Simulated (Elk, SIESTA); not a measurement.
A SIESTA input for a self-consistent single point of Al (Fm-3m, 1 atom in the cell) (DFT, GGA PBE, numerical atomic orbitals TZP, PseudoDojo PBE standard norm-conserving potentials (rewritten from UPF to PSML)):

```
# files in the folder: Al.psml (PseudoDojo PBE standard)
SystemName  Al
SystemLabel al

NumberOfAtoms                1
NumberOfSpecies              1
%block ChemicalSpeciesLabel
  1 13 Al
%endblock ChemicalSpeciesLabel
LatticeConstant              1.0 Bohr
%block LatticeVectors
     0.000000000    3.818450527    3.818450527
     3.818450527    0.000000000    3.818450527
     3.818450527    3.818450527    0.000000000
%endblock LatticeVectors
AtomicCoordinatesFormat      Ang
%block AtomicCoordinatesAndAtomicSpecies
     0.000000000    0.000000000    0.000000000  1
%endblock AtomicCoordinatesAndAtomicSpecies

XC.functional                GGA
XC.authors                   PBE
PAO.BasisSize                TZP
PAO.EnergyShift              0.005 Ry
MeshCutoff                   350 Ry
%block kgrid.MonkhorstPack
   11   0   0  0.0
    0  11   0  0.0
    0   0  11  0.0
%endblock kgrid.MonkhorstPack
OccupationFunction           MP
OccupationMPOrder            0
ElectronicTemperature        50.0 meV

MaxSCFIterations             150
SCF.Mixer.Method             Pulay
SCF.Mixer.Weight             0.1
SCF.Mixer.History            8
SCF.DM.Tolerance             1.0E-04
Diag.ParallelOverK           true
WriteForces                  true
```

Problem. Translate this input to Elk.

Solution. One input that does it (others would too):

```
tasks
  0

xctype
  20

rgkmax
  7.5

gmaxvr
  16.0

nxlo
  2

lorbcnd
  .true.

lmaxi
  2

stype
  0

swidth
  0.00183747

maxscl
  100

scale
  5.400104523

avec
    0.0000000000    0.7071067812    0.7071067812
    0.7071067812    0.0000000000    0.7071067812
    0.7071067812    0.7071067812    0.0000000000

sppath
  './'

atoms
  1
  'Al.in'
  1
  0.0000000000  0.0000000000  0.0000000000    0.0 0.0 0.0

ngridk
  11 11 11
```

Basis, cutoffs, solver keys and any potentials are the target program's own. This input uses DFT, PBE, all-electron FP-LAPW, Elk's shipped species files, APW+lo basis with extra local orbitals.

The starting cell comes from a database of computed structures (which also holds hypothetical and non-ambient phases and stackings), without a prior relaxation at this level. Its lattice was rescaled by a random factor within 2.5 % of one. For this run, on top of that: lattice scaled by 0.98.
